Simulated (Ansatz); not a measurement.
Functionals compared on a constructed model of the (110) surface of bcc Nb, a pseudomorphic layer of Ti in the host's stacking (bottom of the slab: a bare face, its two planes held), in Ansatz (plane waves, PAW). The structure was relaxed with PBE; the other rows are single points on it. Cutoff 420 eV (500 eV for r2SCAN).

Set-up: 7 atoms, 14.6 Å thick at the start; mesh 14x14x1; 0.1 eV smearing; dipole correction on; 2 atoms held, the rest relaxed; symmetry of the start imposed; no spin, no spin-orbit, no U. It is one candidate, not shown to be the stable structure of the face. These notes are the PBE run's.

```csv
functional,work function of the top face (eV),rough cost of the single point
PBE,4.19,–
RPBE,4.08,around 60 core-seconds (rough)
r2SCAN,4.28,roughly 100 core-seconds
```

Ansatz is an electronic-structure program.
